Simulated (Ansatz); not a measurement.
CsSnI3 in the cubic perovskite structure (space group Pm-3m, No. 221)

```cif
data_CsI3Sn
_chemical_formula_sum 'Cs1 Sn1 I3'
_space_group_name_H-M_alt 'Pm-3m'
_space_group_IT_number 221
_space_group_name_Hall '-P 4 2 3'
_cell_length_a 6.13043
_cell_length_b 6.13043
_cell_length_c 6.13043
_cell_angle_alpha 90.000
_cell_angle_beta 90.000
_cell_angle_gamma 90.000
loop_
_atom_site_label
_atom_site_type_symbol
_atom_site_symmetry_multiplicity
_atom_site_Wyckoff_symbol
_atom_site_fract_x
_atom_site_fract_y
_atom_site_fract_z
_atom_site_occupancy
Cs1 Cs 1 a 0.00000 0.00000 0.00000 1
Sn1 Sn 1 b 0.50000 0.50000 0.50000 1
I1 I 3 c 0.00000 0.50000 0.50000 1
```

The values are results of Ansatz (an electronic-structure program), PBEsol, PAW, cutoff 420 eV, no SOC, not measurements. k-mesh 8×8×8 (Γ-centred); smearing 0.05 eV (Fermi–Dirac).

The volume per atom comes out as 46.08 Å³ and the density is 4.56 g/cm³. The band gap is 0.10 eV, direct at R, the lowest conduction-band minima above the VBM is R along ⟨111⟩ 0.10 eV and the total energy comes out as -6767.416 eV/atom (σ→0; compares only within this code and set-up).

With I present, leaving out spin-orbit coupling can change the band edges. No phonon test of stability was made. Many cubic perovskites are stable only at high temperature; tilts and polar distortions were not tested. A zero or small gap of CsSnI3 can be the functional's error rather than a property of the material.
